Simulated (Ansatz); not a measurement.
**CrCl3, pressure series**

Take CrCl3 (space group R-3, No. 148; a = 5.960 Å, c = 17.238 Å (hexagonal axes); ferromagnetic; a cell from a computed database, its experimental status unchecked; layered, stacked along the Cartesian z axis) as the base.

Cell and atoms are relaxed at each pressure.

All numbers come from DFT with r2SCAN+rVV10, PAW potentials and a 500 eV plane-wave cutoff in Ansatz (an electronic-structure program), spin-orbit coupling left out.

Candidates:
(a) pressure 3 GPa
(b) pressure 5 GPa
(c) pressure 0.7 GPa
(d) pressure 1.5 GPa

Before the change:

c/a ratio: 2.892

Q: Order them by c/a ratio, lowest first.

A: (b) pressure 5 GPa (2.769), (a) pressure 3 GPa (2.792), (d) pressure 1.5 GPa (2.826), (c) pressure 0.7 GPa (2.854)

Load acts through the strain it causes; cell and atoms are relaxed under it. Stability against distortions was not tested. No other phases were tried under pressure. No Hubbard U is applied and the magnetic state is the run's own (CrCl3 ferromagnetic); other magnetic orders, which need larger cells, were not tried and can change the gap.
